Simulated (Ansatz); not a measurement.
Consider Ge-vacancy pair (Ge on one host In site, one In site vacant) in zinc-blende InP, charge state -2. The step: one In atom jumps into the vacancy from a nearby In site (Ge-vacancy distance between ideal sites 4.21 Å throughout); the atom moves 3.94 Å along (0.47, 0.47, 0.00) of the unit cell; the moving atom starts with neighbours 2 P at 2.60, P at 2.61, P at 2.63 Å and ends with 2 P at 2.61, P at 2.61, P at 2.63 Å. DFT values are from Ansatz (plane-wave PAW, 420 eV unless said) in a cell of 64 host sites, spin-restricted, static, with no finite-size correction. The charge state is imposed; whether it is stable for some Fermi level was not computed. Forms of the defect that were not tried may lie lower. For the PBE band: the saddle point's order was not checked.

```tsv
Level	Forward barrier (eV)	Cost of the band or of the saddle's single point
CHGNet universal potential (has no charge state), its own band	0.69	-
PBE, one k-point at (0.250, 0.250, 0.250), band relaxed	1.46	roughly 2.4 core-hours
PBE, a 2×2×2 k-point mesh shifted by half a step, same geometries	1.55	about 7 core-minutes (a rough figure)
r2SCAN at 500 eV, one k-point at (0.250, 0.250, 0.250), same geometries	1.63	about 4 core-minutes (a rough figure)
```

Ansatz is an electronic-structure program.
